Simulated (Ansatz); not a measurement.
## Short convergence ladders for CaI2 (P-3m1, 3 atoms in the cell)

```yaml
crystal:
  lattice:
    - [4.55161, 0.00000, 0.00000]
    - [-2.27581, 3.94181, 0.00000]
    - [0.00000, 0.00000, 7.24588]
  atoms:
    - { symbol: Ca, position: [0.00000, 0.00000, 0.00000] }
    - { symbol: I, position: [0.33333, 0.66667, 0.24430] }
    - { symbol: I, position: [0.66667, 0.33333, 0.75570] }
```

Base method: LDA (PW92), default PAW files made with PBE (plane waves; Ansatz, an electronic-structure program).

Base settings: basis.ecutwfc = 420 eV; kpoints.mp_grid.grid = 6 6 4; hamiltonian.xc = lda; hamiltonian.pseudopotentials = {kind: paw} (the program's default PAW files); scf.occupations.method = fixed.

The count of work is k-points × plane waves × bands × iterations; it is no time. Core times come from one kind of shared machine, to one figure; runs under 30 s give none.

**Zone-centre phonons against the mesh**

In this ladder: phonons.method = dfpt; phonons.dielectric = true; phonons.rigid_motions = translations.

Frequencies are those of the unrelaxed cell, without the LO-TO term of polar crystals.

Only quantities that move along the ladder and can be compared are tabulated.

```tsv
kpoints.mp_grid.grid	highest zone-centre frequency (cm⁻¹)	core time / last (rough)
2 2 2	180.3	0.2
3 3 2	186.6	0.1
4 4 2	187.2	0.1
4 4 3	187.2	0.1
5 5 3	187.3	0.2
8 8 5	187.3	1
10 10 6	187.3	1
```

Coarsest kpoints.mp_grid.grid that holds the highest zone-centre frequency within 2 cm⁻¹ of the last step, with all finer ones: 3 3 2, at about 0.1 of the last step's time; the step before is off by 7.0 cm⁻¹.

**The dielectric constant against the mesh**

In this ladder: dielectric = true; dielectric.field_mesh = kpoints.

Only quantities that move along the ladder and can be compared are tabulated.

| kpoints.mp_grid.grid | largest Born charge (mean of the diagonal) (e) | mean ε∞ |
|---|---|---|
| 2 2 2 | 2.195 | 3.337 |
| 3 3 2 | 2.158 | 3.501 |
| 4 4 2 | 2.157 | 3.575 |
| 4 4 3 | 2.157 | 3.588 |
| 5 5 3 | 2.156 | 3.614 |
| 8 8 5 | 2.156 | 3.629 |
| 12 12 7 | 2.156 | 3.630 |

Coarsest kpoints.mp_grid.grid that holds the mean ε∞ within 0.02 of the last step, with all finer ones: 5 5 3; the step before is off by 0.041.

Coarsest kpoints.mp_grid.grid that holds the largest Born charge (mean of the diagonal) within 0.02 e of the last step, with all finer ones: 3 3 2; the step before is off by 0.039 e.

**The size of the supercell around a displaced atom**

On CaI2 (P-3m1, 3 atoms in the cell), and larger cells.

In this ladder: scf.occupations.method = fermi_dirac; scf.occupations.width = 0.05 eV.

Steps: 1 x 1 x 1 supercell, one I atom moved by 0.02 angstrom along z; 2 x 1 x 1 supercell, one I atom moved by 0.02 angstrom along z; and so on, with the mesh thinned in proportion.

Only quantities that move along the ladder and can be compared are tabulated.

```tsv
atoms	largest change of a force by the displacement (eV/Å)	count of work / last
3	0.0519	0.056
6	0.0493	0.26
12	0.0480	0.42
24	0.0484	1.0
```

Smallest size that holds the largest change of a force by the displacement within 0.002 eV/Å of the last step, with all finer ones: 6, at 0.26 of the last step's count of work; the step before is off by 0.0035 eV/Å.

On the base run: the starting cell comes from a database of computed structures (which also holds hypothetical and non-ambient phases and stackings), without a prior relaxation at this level. Its lattice was rescaled by up to half a per cent.

Left out of this page: 1 run of the series stopped by limits of time or memory.

Keys are those of Ansatz 0.2.
